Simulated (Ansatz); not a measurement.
Seebeck coefficient (μV/K, mean over directions) of n-type RbH (Fm-3m) against carrier density, PBEsol, rigid bands (Ansatz, an electronic-structure program). Computed gap 2.70 eV; densities at which minority carriers matter at this gap, or further valleys turn the trend, are left out. Conductivity mass 0.47 mₑ (harmonic mean over directions), N_c = 3.6e19 cm⁻³ at 300 K.

| electron density | 300 K | 500 K |
|---|---|---|
| 1e16 cm⁻³ | -916 | -983 |
| 1e17 cm⁻³ | -717 | ? |
| 1e18 cm⁻³ | -519 | -586 |
| 3e18 cm⁻³ | ? | ? |
| 1e19 cm⁻³ | -323 | -389 |
| 3e19 cm⁻³ | -233 | -296 |
| 1e20 cm⁻³ | -143 | -199 |
| 3e20 cm⁻³ | -79 | -122 |
| 1e21 cm⁻³ | -38 | -62 |

Question: Some entries are withheld; supply them.

Answer: 
- 1e17 cm⁻³, 500 K: -784
- 3e18 cm⁻³, 300 K: -425
- 3e18 cm⁻³, 500 K: -491

Rigid bands with a gap fixed in temperature, one relaxation time for all states, no polarons or phonon drag, and whether or not such doping can be reached. Spin-orbit coupling is left out.

Formula and space group known from diffraction (Crystallography Open Database), not checked to be the room-temperature form: RbH (Fm-3m).
